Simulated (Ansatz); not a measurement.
Take Au in the fcc (Cu type) structure (space group Fm-3m, No. 225; a = 4.158 Å; relaxed with 0.1 eV smearing) as the base. Axes: x, y, z lie along the cube axes.

The values are results of Ansatz (a quantum-chemistry and plane-wave program) PBE, spin-orbit coupling left out, earlier PAW set, not measurements.

One thing is altered: the cell is scaled by 0.9849 in all directions, atoms relaxed at fixed cell.

Question: Predict the stress tensor and what it implies for the stiffness.

Answer: Stress of the strained cell less that of the base (GPa, compression positive):
```
    7.3     0.0     0.0
    0.0     7.3     0.0
    0.0     0.0     7.3
```

Then B = −ΔP/(ΔV/V₀) with ΔV/V₀ = -0.0446 gives secant stiffness values (nonlinear terms included at this strain): B ≈ 163 GPa.

As a check, the harmonic strain energy −½ V₀ Δσ:ε is 19 meV/atom; the computed energy rise is 17 meV/atom.

Stability against distortions was not tested.
